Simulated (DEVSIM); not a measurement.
Structure: TaN/Al2O3/p-Ge capacitor, at 300 K.

| layer (left to right) | material | thickness (nm) | Na (cm⁻³) |
|---|---|---|---|
| 1 | Al2O3 | 4.70 | - |
| 2 | Ge | 1100 | 2.7e17 |

Metal gate on the left, work function 4.4 eV. Fixed charge at the semiconductor interface 3.1e11 cm⁻² (in units of +e); no interface traps.

Constants are typed, rounded textbook-type inputs, not results; the design itself was drawn at random and stands for no fabricated device. Values at 300 K.

```csv
parameter,Al2O3,Ge
gap (eV),6.8,0.664
affinity (eV),1.35,4
permittivity,9,16
Nc (cm⁻³),-,1.04e19
Nv (cm⁻³),-,6e18
```

Model (solved in DEVSIM): 1D Poisson equation in equilibrium, Boltzmann statistics, complete ionisation; no quantum confinement or tunnelling. Metal contacts follow the ideal Schottky-Mott rule: no Fermi-level pinning, no interface dipoles.

Task: Give the band bending (positive: bands bend down) and minority sheet density.

Result: 
```
Vg (V)  ψs (V)  minority carriers (cm⁻²)
------  ------  ------------------------
-0.4    -0.071                     < 1e8
-0.25   -0.018                     < 1e8
-0.1     0.069                     < 1e8
0.05     0.182                     < 1e8
0.2      0.304                     < 1e8
0.35     0.431                     4.8e9
0.5      0.540                    2.7e11
```
